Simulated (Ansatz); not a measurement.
The starting structures come from a database of crystals and need not be the phases stable at ambient conditions.

The decay constant κ of evanescent states in the gap governs leakage through a thin film.

Input:

```xyz
18
Lattice="6.4955 0.0000 0.0000 3.2478 9.5437 0.0000 3.2478 -1.1052 3.0539" Properties=species:S:1:pos:R:3 pbc="T T T"
Li     6.4955     2.8392     1.0275
Li     6.4955     5.5993     2.0264
Li     9.7433     7.0585     2.5545
Li     3.2478     1.3800     0.4994
Pd     3.2478     4.2193     1.5270
Pd     0.0000     0.0000     0.0000
F      4.5113     5.5820     2.0201
F      8.4797     2.8565     1.0338
F      3.2478     0.6875     2.3589
F      9.7433     7.7510     0.6950
F      8.4797     5.5820     2.0201
F      4.5113     2.8565     1.0338
F      6.4955     0.9327     1.6813
F      6.4955     7.5058     1.3726
F      1.9200     0.0000     0.0000
F      4.5755     0.0000     0.0000
F      6.4955     3.7674     2.7755
F      6.4955     4.6711     0.2785
```

Space group of this cell: P4_2/mnm. The cell is taken as given.

Transport runs along the normal of the first two printed cell vectors, the (111) plane of the conventional cell.

The gap is the functional's own. No spin-orbit coupling. Mid-gap values are interpolated on the energy grid.

Problem. Estimate the band gap and the smallest decay constant κ at mid-gap that r2SCAN in Ansatz (a quantum-chemistry and plane-wave program) returns for this system.

Solution. Gap 2.46 eV on a 10×10×10 mesh; κ = 0.373 1/Å, at the zone centre.
